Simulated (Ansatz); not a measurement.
**A computed series for InPd: response to strain**

Start from InPd in the CsCl type structure (space group Pm-3m, No. 221; a = 3.248 Å; relaxed with 0.1 eV smearing).

Strains are applied to the cell and any free atomic positions relax.

Computed with Kohn–Sham DFT with the PBEsol functional, run in Ansatz (a program for electronic structure) with PAW and 420 eV plane waves, no spin-orbit coupling.

Notes on the quantities. energy relative to the base: free energy F.

```csv
case,pressure,shortest interatomic distance,energy relative to the base
base,0.0 GPa,2.813 Å,0 meV/atom
isotropic strain −3.00 %,16.0 GPa,2.728 Å,+68 meV/atom
isotropic strain −2.50 %,12.7 GPa,2.743 Å,+46 meV/atom
isotropic strain −2.00 %,9.7 GPa,2.757 Å,+29 meV/atom
isotropic strain −1.00 %,4.5 GPa,2.785 Å,+6.8 meV/atom
isotropic strain +0.50 %,-1.9 GPa,2.827 Å,+1.6 meV/atom
isotropic strain +1.00 %,-3.7 GPa,2.841 Å,+6.2 meV/atom
isotropic strain +1.50 %,-5.3 GPa,2.855 Å,+14 meV/atom
isotropic strain +2.50 %,-8.1 GPa,2.883 Å,+36 meV/atom
isotropic strain +3.00 %,-9.3 GPa,2.897 Å,+51 meV/atom
```

Whether these cells are dynamically stable was not tested. The final runs are not spin-polarised.
